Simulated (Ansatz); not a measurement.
A calculation on Ge3Si (I4/mmm, No. 139, 4 atoms in the cell; start mp-1187004) returned lattice constant a 3.954 Å, lattice parameter c 9.470 Å, cohesive energy 3.50 eV/atom.

Which level of theory produced these numbers?
(A) r²SCAN (Ansatz, a program for electronic structure)
(B) PBE-D3(BJ) (Ansatz)
(C) PBE (Ansatz)
(D) PBEsol (Ansatz)

C, PBE (Ansatz)

The others give: PBEsol 3.892 Å, 9.322 Å, 3.99 eV/atom; r²SCAN 3.772 Å, 10.286 Å, 3.42 eV/atom; PBE-D3(BJ) 3.904 Å, 9.279 Å, 3.86 eV/atom.

Unless a cell is named, each level is at its own relaxed cell (PBE 18.51, PBE-D3(BJ) 17.68, PBEsol 17.65, r²SCAN 18.29 Å³/atom).

Caveats: a distance lies near a switch of the dispersion term, which can move the cell (PBE-D3(BJ)); the relaxation could not lower the start's symmetry, so the cell can be a saddle point above a distorted one (PBEsol, r²SCAN, PBE-D3(BJ), PBE). Ansatz's density-functional and Hartree–Fock values are scalar-relativistic unless marked +SOC, with PAW data made under PBE.

A start named mp-… is a Materials Project structure, which need not be a measured phase.
